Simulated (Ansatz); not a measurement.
Consider the following.

```
CELL_PARAMETERS angstrom
     -1.65923     1.65923     1.65923
      1.65923    -1.65923     1.65923
      1.65923     1.65923    -1.65923
ATOMIC_POSITIONS crystal
  Ta 0.00000 0.00000 0.00000
```

The numbers are results of PBE, DFPT electron-phonon coupling, linearised Boltzmann equation (plane waves, PAW, scalar-relativistic; Ansatz, a quantum-chemistry and plane-wave program), not measurements. Condition of this run: functional PBE. Geometry: relaxed with this functional, without spin-orbit coupling.

Question: Estimate the phonon-limited resistivity at 300 K, by direction if it differs.

Answer: 13.6 μΩ·cm.

Question: How long is the mean free path there?

Answer: 3.5 nm, weighted by the current that each state carries. Wires not much wider than this gain resistivity from their walls.

A metal at this level (no band gap). Only scattering by harmonic phonons is included (no impurities, grain boundaries, electron-electron scattering or thermal expansion). Spin-orbit coupling is left out, which matters with elements this heavy. The run warned that the eigensolver left some states short of its tolerance. Halving the electron mesh (36x36x36) moves the resistivity by up to 1 % at 300 K, the mean free path by up to 1 %. Smearing 0.20 eV; phonons on a 6x6x6 q mesh, which this run doesn't test.
